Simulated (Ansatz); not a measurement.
**PtSe2 (model structure, started from the 3R-MoS2 type, R3m, No. 160, 3 atoms in the cell): lattice parameter c by level of theory**

No measured value is used here.

Q: Put these levels in order of the lattice parameter c that they give for PtSe2 (model structure, started from the 3R-MoS2 type, R3m, No. 160, 3 atoms in the cell), smallest first: PBE (Ansatz, an electronic-structure program), PBE-D3(BJ) (Ansatz), PBEsol (Ansatz).

A: PBE-D3(BJ) (15.772 Å), PBEsol (15.867 Å), PBE (16.670 Å)

Density-functional levels without +SOC have no spin–orbit coupling. Ansatz's density-functional and Hartree–Fock values are scalar-relativistic unless marked +SOC, with PAW data made under PBE.

A model structure was made by putting elements into a prototype or built by hand; it is no filed structure, need not be a known phase, and can be a saddle point held by its symmetry.
